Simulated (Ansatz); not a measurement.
By PBEsol, the system below comes out a metal.

A figure of merit of an interconnect metal is its ballistic conductance per area.

Input:

```xyz
2
Lattice="2.9205 0.0000 0.0000 0.0000 4.1303 0.0000 0.0000 2.0651 2.0651" Properties=species:S:1:pos:R:3 pbc="T T T"
Zn     1.4603     2.0651     0.0000
Cu     0.0000     0.0000     0.0000
```

The cell is taken as given; by PBEsol it stands under a pressure of -1.7 GPa.

The current flows along the normal of the first two printed cell vectors, the (110) plane of the conventional cell. No spin-orbit coupling; the value is a mean over 0.1 eV about the Fermi level.

Task: Compute, with Ansatz (an electronic-structure program) with PBEsol, the ballistic conductance per area.

Result: 1.0 × 10¹⁵ S/m² for both spins.
